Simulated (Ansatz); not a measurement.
Results of LDA (Ansatz, a quantum-chemistry and plane-wave program, PAW) for SrHfN₂ (model structure, started from the LiVN2 type, Pna2₁, No. 33, 16 atoms in the cell).

Settings: plane-wave cutoff 520 eV, 6×6×6 k mesh, Fermi–Dirac smearing 0.01 eV, scalar-relativistic PAW data made under PBE.

Cell (relaxed at this level):

```cif
data_Hf4N8Sr4
_chemical_formula_sum 'Sr4 Hf4 N8'
_space_group_name_H-M_alt 'Pna21'
_space_group_IT_number 33
_space_group_name_Hall 'P 2c -2n'
_cell_length_a 6.31292
_cell_length_b 7.81126
_cell_length_c 5.59082
_cell_angle_alpha 90.000
_cell_angle_beta 90.000
_cell_angle_gamma 90.000
loop_
_atom_site_label
_atom_site_type_symbol
_atom_site_symmetry_multiplicity
_atom_site_Wyckoff_symbol
_atom_site_fract_x
_atom_site_fract_y
_atom_site_fract_z
_atom_site_occupancy
Sr1 Sr 4 a 0.41892 0.12012 0.48059 1
Hf1 Hf 4 a 0.06462 0.12631 0.99901 1
N1 N 4 a 0.04834 0.09443 0.35582 1
N2 N 4 a 0.11863 0.66144 0.43458 1
```

Problem. Give the computed band gap.

Solution. 
band gap: 2.30 eV

Note: the relaxation could raise the start's symmetry but not lower it, so the cell can be a saddle point.

Spin–orbit coupling is not included.

Computed values are for the static lattice.

The result took roughly 6 core-minutes.

A model structure was made by putting elements into a prototype or built by hand; it is no filed structure, need not be a known phase, and can be a saddle point held by its symmetry.
